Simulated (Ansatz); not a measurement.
## Ta3N5 (Cmcm): band-edge transport data

Data:

```xyz
16
Lattice="1.9389 -5.1078 0.0000 1.9389 5.1078 0.0000 0.0000 0.0000 10.2372" Properties=species:S:1:pos:R:3 pbc="T T T"
Ta     1.9389     3.0772     7.6779
Ta     1.9389    -3.0772     2.5593
Ta     1.9389    -3.7419     9.6302
Ta     1.9389     3.7419     0.6071
Ta     1.9389     3.7419     4.5116
Ta     1.9389    -3.7419     5.7257
N      1.9389     4.6277     9.0094
N      1.9389    -4.6277     1.2278
N      1.9389    -4.6277     3.8908
N      1.9389     4.6277     6.3464
N      1.9389    -1.9544     0.7504
N      1.9389     1.9544     9.4869
N      1.9389     1.9544     5.8690
N      1.9389    -1.9544     4.3683
N      1.9389     2.6989     2.5593
N      1.9389    -2.6989     7.6779
```

Calculation: r2SCAN, rigid bands (plane waves, PAW, scalar-relativistic; Ansatz, a first-principles code). Condition of this run: functional r2SCAN on the same cell. Cell: cell and atoms relaxed with PBEsol.

```yaml
band_gap: 1.56 eV
electron conductivity mass (300 K, dilute): 0.21 (x), 3.5 (y), 0.78 (z) mₑ
hole conductivity mass (300 K, dilute): 0.85 (x), 0.72 (y), 0.44 (z) mₑ
effective density of states N_c (300 K): 1.7e19 cm⁻³
effective density of states N_v (300 K): 2.6e19 cm⁻³
density_of_states_mass_electrons: 0.78 mₑ
density_of_states_mass_holes: 1.03 mₑ
Seebeck coefficient, n-type 1e19 cm⁻³, 300 K: -265 μV/K
best n-type power factor at 300 K for τ = 10 fs (best axis; densities from 1e16 to 1e21 cm⁻³ tried, whether or not they can be reached): 15.9 μW/(cm·K²) at 1e20 cm⁻³
Seebeck coefficient, p-type 1e19 cm⁻³, 300 K: 315 μV/K
best p-type power factor at 300 K for τ = 10 fs (best axis; densities from 1e16 to 1e21 cm⁻³ tried, whether or not they can be reached): 19.0 μW/(cm·K²) at 3e20 cm⁻³
```

Rigid bands; masses and Seebeck coefficients take one relaxation time τ for all states and one kind of carrier; polarons and phonon drag are left out. Spin-orbit coupling is left out; with 5d elements it also splits d-like band edges. Geometry: cell and atoms relaxed with PBEsol.

Formula and space group known from diffraction (Crystallography Open Database), not checked to be the room-temperature form: Ta3N5 (Cmcm).
